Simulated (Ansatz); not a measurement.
The parent structure is SrTiO$_{3}$ in the cubic perovskite structure (space group Pm-3m, No. 221; a = 3.8911 Å). Axes: x, y, z lie along the cube axes.

Computed with PBEsol, PAW, 420 eV (Ansatz, a quantum-chemistry and plane-wave program; without spin-orbit coupling).

One thing is altered: every lattice vector is shortened by 0.99 %; the atoms relax in the strained cell.

**Question.** Predict the stress tensor and what it implies for the stiffness.

**Answer.** Stress of the strained cell less that of the base (GPa, compression positive):
```
   5.93    0.00    0.00
   0.00    5.93    0.00
   0.00    0.00    5.93
```

Then B = −ΔP/(ΔV/V₀) with ΔV/V₀ = -0.0294 gives secant stiffness values (nonlinear terms included at this strain): B ≈ 202 GPa.

As a check, the harmonic strain energy −½ V₀ Δσ:ε is 6.5 meV/atom; the computed energy rise is 6.3 meV/atom.

Whether these cells are dynamically stable was not tested. The final runs are not spin-polarised. Many cubic perovskites are stable only at high temperature; tilts and polar distortions were not tested.
